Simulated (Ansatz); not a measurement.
Worked example: relaxation of cell and atoms of ZnS (F-43m, 2 atoms in the cell) in Ansatz (an electronic-structure program).

Computed with PBE, PAW files (plane waves; Ansatz).

```
CELL_PARAMETERS angstrom
      0.00000     2.69018     2.69018
      2.69018     0.00000     2.69018
      2.69018     2.69018     0.00000
ATOMIC_POSITIONS crystal
  Zn 0.00000 0.00000 0.00000
  S  0.25000 0.25000 0.25000
```

Reference input (self-consistent single point, DFT, PBE, plane waves, PAW files): kpoints.mp_grid.grid = 11 11 11; hamiltonian.xc = pbe; hamiltonian.pseudopotentials = {kind: paw} (the program's default PAW files); scf.occupations.method = fermi_dirac; scf.occupations.width = 0.0007 Ry. This run's input differs from it in these lines:

```diff
@@ -15,2 +15,4 @@
   occupations: { method: fermi_dirac, width: 0.0007 Ry }
+relax:
+  cell: {}
 output:
```

Log, with long lists cut:

```
   [... SCF lines of the steps left out ...]
relax step   1: F+E_penalty+E_count = -4222.72505942 eV  Δ(F+E_penalty+E_count) = +0.000e0 eV  max|allowed force component| = 2.035e-16 eV/Å  Δτ_max = 0.0000 Å  P = +2.638 GPa  Ω = 38.938 Å³  (7 SCF iters, dr2 threshold 1.00e-7 eV, accepted)
relax step   2: F+E_penalty+E_count = -4222.73364944 eV  Δ(F+E_penalty+E_count) = -8.590e-3 eV  max|allowed force component| = 9.714e-17 eV/Å  Δτ_max = 0.0000 Å  P = +1.114 GPa  Ω = 39.709 Å³  energy of the carried Pulay correction = -3.722e-4 eV  [...]
relax step   3: F+E_penalty+E_count = -4222.73549621 eV  Δ(F+E_penalty+E_count) = -1.847e-3 eV  max|allowed force component| = 9.252e-17 eV/Å  Δτ_max = 0.0000 Å  P = +0.064 GPa  Ω = 40.292 Å³  energy of the carried Pulay correction = -6.459e-4 eV  [...]
relax step   4: F+E_penalty+E_count = -4222.73548696 eV  Δ(F+E_penalty+E_count) = +9.251e-6 eV  max|allowed force component| = 9.946e-17 eV/Å  Δτ_max = 0.0000 Å  P = +0.002 GPa  Ω = 40.328 Å³  energy of the carried Pulay correction = -6.626e-4 eV  [...]
relax step   5: F+E_penalty+E_count = -4222.73614592 eV  Δ(F+E_penalty+E_count) = -6.590e-4 eV  max|allowed force component| = 8.558e-17 eV/Å  Δτ_max = 0.0000 Å  P = +0.000 GPa  Ω = 40.328 Å³  stress off target by 1.76e-4 GPa  SCF on the basis [...]
basis re-selected at this cell: Δ(F+E_penalty+E_count) = -6.590e-4 eV, ΔP = -0.002 GPa vs the last step
the relaxation is at rest under the 24 symmetry operations that the run kept from its start: a minimum is not shown …
Free energy (F): -4222.736146 eV
Internal energy: -4222.736146 eV  (E = F + TS)
E sigma→0 (E₀):  -4222.736146 eV
Fermi energy:    6.500295 eV
--- Forces (eV/Å), atoms counted from 1 ---
  atom   1  Zn     0.00000000    -0.00000000    -0.00000000
  atom   2  S      0.00000000     0.00000000     0.00000000
   [... lines left out ...]
  cell:  # Å, volume = 40.3285 Å³
    - [3.159130660395266e-33, 2.7218277194708973, 2.7218277194708973]
    - [2.7218277194708973, 3.439376122204523e-33, 2.7218277194708973]
    - [2.7218277194708973, 2.7218277194708973, 5.528478655691715e-33]
  atoms:
    - { symbol: Zn, position: [-1.849435158500503e-34, 1.0142063772422116e-34, 6.144897462114575e-34] }
    - { symbol: S, position: [0.25, 0.25, 0.25] }
```

The run converged. 

Summary of the result:
| Quantity | Value |
|---|---|
| Free energy E − TS (on the zero of these files) | -4222.7361 eV |
| Top of the valence band (on the code's own zero) | 5.49 eV |
| Gap on the k-point mesh | 2.01 eV |
| Pressure | 0.00 GPa |
| Final cell | a = b = c = 3.849 Å, α = β = γ = 60.00° |
| Final volume per atom | 20.16 Å³ |
| Relaxation steps | 5 |

The starting cell comes from a database of computed structures (which also holds hypothetical and non-ambient phases and stackings), without a prior relaxation at this level. Its lattice was rescaled by a random factor within 2.5 % of one. The relaxation keeps the symmetry of its start, so its end need not be a minimum. Ansatz's pressure includes its estimate of the finite-basis (Pulay) stress.

Keys are those of Ansatz 0.2.
